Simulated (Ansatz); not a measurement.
Density of states of InP (F-43m) above the conduction band minimum, HSE06, rigid bands (Ansatz, a first-principles code); cell volume 50.8 Å³.

(energy from edge (eV), 10⁻³ states/eV/cell): (0.006, 0.69); (0.031, 1.65); (0.056, 2.31); (0.081, 2.92); (0.106, 3.50); (0.131, 4.11); (0.156, 4.61); (0.181, 5.26); (0.206, 5.89); (0.231, 6.49); (0.256, 7.23); (0.281, 7.88); (0.319, 8.93); (0.344, 9.66); (0.369, 10.6); (0.394, 11.2); (0.419, 12.3); (0.444, 13.0); (0.469, 14.0); (0.494, 15.0); (0.519, 16.1); (0.544, 17.1); (0.569, 18.2); (0.594, 19.3)

Problem. What effective density of states at 300 K does this give (∫ g(E) exp(−E/k_BT) dE, both spins, divided by the cell's size)?

Solution. 6.9e17 cm⁻³, a density-of-states mass of 0.091 mₑ, valleys and band degeneracy included.

Spin-orbit coupling is left out. Geometry: cell and atoms relaxed with PBEsol.
